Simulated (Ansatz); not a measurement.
Take MgO in the rock salt structure (space group Fm-3m, No. 225; a = 4.214 Å) as the base.

Method: PBEsol (Ansatz, a program for electronic structure; PAW; 420 eV plane waves; no SOC).

Before the change:

- Gap between the host's bands = 4.62 eV

Perturbation: electron doping at 5.0×10^21 cm⁻³ (0.0935 per cell), with a uniform compensating background at fixed cell and a 300 K Fermi–Dirac width.

Problem. What happens to the Fermi level from band edge?

Solution. The Fermi level relative to the doped band's edge (positive inside the band; to 0.05 eV) comes out as +2.00 eV.

Problem. How does this affect the gap between the host's bands?

Solution. The gap between the host's bands falls by 0.10 eV (4.62 eV → 4.52 eV).

Charged cell with a jellium background: band edges are those of the host's band count, energies are not comparable with the neutral cell, and many-body gap narrowing is missing. Whether these cells are dynamically stable was not tested. The base started in Pnma and relaxed to Fm-3m at this level.
